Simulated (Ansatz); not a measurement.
We consider W2AlB2 (model structure, started from the Ti2InB2 type, P-6m2, No. 187, 5 atoms in the cell), described by r²SCAN (Ansatz, an electronic-structure program, plane waves, PAW).

The input as run:

Ansatz 0.2 input:
```yaml
crystal:
  lattice:
    - [3.0210079567, 0.0, 0.0]
    - [-1.5105039784, 2.6162696356, 0.0]
    - [0.0, 0.0, 7.4801605354]
  atoms:
    - { symbol: W, position: [0.3333333333, 0.6666666667, 0.7097443539] }
    - { symbol: W, position: [0.3333333333, 0.6666666667, 0.2902556461] }
    - { symbol: Al, position: [0.0, 0.0, 0.0] }
    - { symbol: B, position: [0.0, 0.0, 0.5] }
    - { symbol: B, position: [0.6666666667, 0.3333333333, 0.5] }
basis:
  ecutwfc: 560
  ecutrho_ratio: 4
  xc_grid: 3
kpoints:
  mp_grid: { grid: [24, 24, 8] }
hamiltonian:
  xc: r2scan
  dispersion: none
  pseudopotentials: { kind: paw }
scf:
  occupations: { method: fermi_dirac, width: 0.05 }
output:
  forces: true
  stress: true
  eigenvalues: true
relax:
  f_tol: 0.004
  escape_saddle: false
  max_steps: 80
  cell: { stress_tol: 0.02, fix: [volume] }
```

The run printed, among other lines:

```
Relaxation: its limit of steps is 80 (relax.max_steps)
Crystal: 5 atoms, lattice volume = 59.121 Å³
Basis set: ecut = 560 eV, 1799 PW (Γ), exchange–correlation on 72×72×180 points (27 copies of the dense FFT grid, shifted against one another)
Bands: 24, of which v1, the nominal top of the filled ones, is band 19 counted from 1 (18 counted from 0)
Symmetry: 12 space group operations
Space group: P-6m2 (ITA 187), of the structure as read, at distance tolerance 3.9e-5 Å
k-points: 305 of 4608 (time reversal used)
Functional: x = r2scan, c = r2scan; τ floored in thin density (d = 2e-4 eV/Å³)
SCF iter   1: F=—  HF=-21648.935905 eV  |F-HF|=—  |Δ(HF+E_count)|=         —  Δρ=1.03e-2  dr2=1.61e-1  dr2_τ=4.02e-1
SCF iter   2: F=—  HF=-21649.009116 eV  |F-HF|=—  |Δ(HF+E_count)|=   7.32e-2  Δρ=5.28e-3  dr2=5.14e-2  dr2_τ=9.47e-4
  ...
SCF 1 converged in 7 iterations: F = -21649.002628 eV  dr2 = 2.19e-8
Crystal: 5 atoms, lattice volume = 59.121 Å³
Initial density: handed on by an earlier stage of this run
SCF 2 converged in 6 iterations: F = -21649.004365 eV  dr2 = 6.77e-8
Crystal: 5 atoms, lattice volume = 59.121 Å³
SCF 3 converged in 5 iterations: F = -21649.004492 eV  dr2 = 2.55e-8
Crystal: 5 atoms, lattice volume = 59.121 Å³
SCF 4 converged in 4 iterations: F = -21649.004508 eV  dr2 = 1.23e-8
Crystal: 5 atoms, lattice volume = 59.121 Å³
Basis set: ecut = 560 eV, 1811 PW (Γ), exchange–correlation on 72×72×180 points (27 copies of the dense FFT grid, shifted against one another)
SCF 5 converged in 5 iterations: F = -21649.004512 eV  dr2 = 6.81e-10
Crystal: 5 atoms, lattice volume = 59.121 Å³
SCF iter   3: F=—  HF=-21649.004513 eV  |F-HF|=—  |Δ(HF+E_count)|=   4.54e-8  Δρ=2.10e-7  dr2=2.97e-11  dr2_τ=2.33e-11
SCF iter   4: F=-21649.004513 eV  HF=-21649.004513 eV  |F-HF|=2.18e-11  |Δ(HF+E_count)|=  2.18e-11  Δρ=1.28e-7  dr2=7.18e-12  dr2_τ=1.19e-12
SCF 6 converged in 4 iterations: F = -21649.004513 eV  dr2 = 7.18e-12
SCF converged after 4 iterations
Free energy (F): -21649.004513 eV
Internal energy: -21648.981669 eV  (E = F + TS)
E sigma→0 (E₀):  -21648.993091 eV
Fermi energy:    17.195461 eV
--- Forces (eV/Å), atoms counted from 1 ---
  atom   1  W     -0.00000000     0.00000000     0.00003687
  atom   2  W     -0.00000000     0.00000000    -0.00003687
  atom   3  Al     0.00000000     0.00000000     0.00000000
  atom   4  B      0.00000000     0.00000000     0.00000000
  atom   5  B     -0.00000000     0.00000000    -0.00000000
--- Stress (GPa, compression-positive) ---
       -4.614727      -0.000000      -0.000000
        0.000000      -4.614727       0.000000
       -0.000000       0.000000      -4.619124
  P = ⅓ Tr σ = -4.6162 GPa (-46.162 kbar)
```

The cell is one volume of an energy–volume scan, off the minimum.

The PAW data were made under PBE.

Note: the run has no spin polarisation, so it can have missed a magnetic state. Note: the relaxation could raise the start's symmetry but not lower it, so the cell can be a saddle point.

Cost on a shared machine: roughly 12 core-minutes.

A model structure was made by putting elements into a prototype or built by hand; it is no filed structure, need not be a known phase, and can be a saddle point held by its symmetry.
